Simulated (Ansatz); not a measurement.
Take SiC in the zinc blende structure (space group F-43m, No. 216; a = 4.3569 Å) as the base. Axes: x, y, z lie along the cube axes.

Computed with Ansatz (a program for electronic structure) PBEsol, no SOC.

Now apply this change: the cell is stretched by 2.00 % along z with no lateral relaxation, atoms relaxed at fixed cell.

Problem. Predict the stress tensor and what it implies for the stiffness.

Solution. Stress of the strained cell less that of the base (GPa, compression positive):
```
  -2.52    0.00    0.00
   0.00   -2.52    0.00
   0.00    0.00   -7.71
```

Then −Δσ_ii/ε with ε = 0.0200 gives secant stiffness values (nonlinear terms included at this strain): C33 ≈ 386 GPa, C13 ≈ 126 GPa and C23 ≈ 126 GPa.

As a check, the harmonic strain energy −½ V₀ Δσ:ε is 5.0 meV/atom; the computed energy rise is 5.0 meV/atom.

Whether these cells are dynamically stable was not tested.
